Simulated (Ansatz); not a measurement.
The reference is Ru in the hcp (Mg type) structure (space group P6_3/mmc, No. 194; a = 2.722 Å, c = 4.294 Å; relaxed with 0.1 eV smearing).

Calculations: PBE, PAW, 420 eV (Ansatz, a quantum-chemistry and plane-wave program; without spin-orbit coupling).

Strains are applied to the cell and any free atomic positions relax.

One change was made to it. Results:

| quantity | base | after |
|---|---|---|
| energy relative to the base (free energy F) | 0 meV/atom | +45 meV/atom |
| pressure (mean of the normal stresses, compression positive) | 0.0 GPa | -16.0 GPa |

### Question
Name the change that was made.
A) isotropic strain +2.00 %
B) isotropic strain +0.50 %
C) isotropic strain −2.50 %

### Answer
A, isotropic strain +2.00 %. For comparison, the energy relative to the base in the other runs: isotropic strain +0.50 % gives +3.0 meV/atom; isotropic strain −2.50 % gives +83 meV/atom.

No phonon test of stability was made. The final runs are not spin-polarised.
